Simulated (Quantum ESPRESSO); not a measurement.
Quick settings and what they miss: Ti2O (P-3m1, 3 atoms in the cell)

Self-consistent single point.

```
Ti2O
1.0
    2.94374     0.00000     0.00000
   -1.47187     2.54935     0.00000
    0.00000     0.00000     4.80546
Ti O
2 1
Direct
  0.33333   0.66667   0.73005
  0.66667   0.33333   0.26995
  0.00000   0.00000   0.00000
```

Level of theory: LDA (PW92), PseudoDojo standard norm-conserving (LDA) pseudopotentials (plane waves; Quantum ESPRESSO).

Base settings: ecutwfc = 85 Ry; occupations = smearing; smearing = gauss; degauss = 0.019992 Ry; potentials = {Ti: Ti.upf, O: O.upf}; K_POINTS = automatic 13 13 7 0 0 0; conv_thr = 1e-10 Ry.

Tight run (finer mesh or higher cutoff; not a proven limit): ecutwfc: 85 Ry → 119 Ry; conv_thr: 1e-10 Ry → 7.3e-11 Ry; K_POINTS: automatic 13 13 7 0 0 0 → automatic 18 18 10 0 0 0. It gave Fermi level (on the code's own zero) 15.14 eV; pressure -8.69 GPa; largest force (vector length) 0.643 eV/Å.

Quick runs, as changes from the base:
- A: the base itself
- B: ecutwfc: 85 Ry → 68 Ry; K_POINTS: automatic 13 13 7 0 0 0 → automatic 6 6 6 0 0 0
- C: ecutwfc: 85 Ry → 51 Ry; smearing: gauss → fd; degauss: 0.019992 Ry → 0.0099958 Ry; conv_thr: 1e-10 Ry → 7.3e-05 Ry; K_POINTS: automatic 13 13 7 0 0 0 → automatic 6 6 6 0 0 0
- D: ecutwfc: 85 Ry → 59 Ry; smearing: gauss → fd; degauss: 0.019992 Ry → 0.036749 Ry; conv_thr: 1e-10 Ry → 7.3e-06 Ry; K_POINTS: automatic 13 13 7 0 0 0 → automatic 8 8 8 0 0 0
- E: ecutwfc: 85 Ry → 42 Ry; K_POINTS: automatic 13 13 7 0 0 0 → automatic 2 2 2 0 0 0; potentials: PseudoDojo standard norm-conserving (PBESOL) [PBEsol]
- F: ecutwfc: 85 Ry → 42 Ry; smearing: gauss → mp; degauss: 0.019992 Ry → 0.0147 Ry; conv_thr: 1e-10 Ry → 7.3e-05 Ry; K_POINTS: automatic 13 13 7 0 0 0 → automatic 8 8 8 0 0 0

Energies are extrapolated to zero smearing width, which holds to low order in the width alone (under cold and Methfessel-Paxton smearing the free energy itself is taken).

Dashes: pressure of C, D, F, not trusted under this conv_thr with d or f elements; energy of E, another energy zero.

† marks runs with another functional, U, potentials or spin treatment: their distance from the tight run is not a convergence error alone.

The count of work is k-points × plane waves × bands × iterations; it is no time. 

The starting cell comes from a database of computed structures (which also holds hypothetical and non-ambient phases and stackings), without a prior relaxation at this level. Its lattice was rescaled by a random factor within 2.5 % of one. Spin polarisation is off, so a magnetic state, if there is one, cannot be reached. In the base run, with a pressure of about -9 GPa the cell is away from its equilibrium volume at this level.

| run | energy less tight (meV/atom) | pressure less tight (GPa) | largest miss in a force vector (eV/Å) | count of work / tight |
|---|---|---|---|---|
| A | 0.6 | 0.00 | 0.002 | 0.23 |
| B | 18.1 | -2.54 | 0.012 | 0.045 |
| C | 526.4 | – | 0.135 | 0.015 |
| D | 167.6 | – | 0.313 | 0.040 |
| E† | – | -89.58 | 0.030 | 0.0023 |
| F | 1966.2 | – | 0.328 | 0.021 |

Among the runs at the tight run's level, the energy misses run from 0.6 to 1966.2 meV/atom.
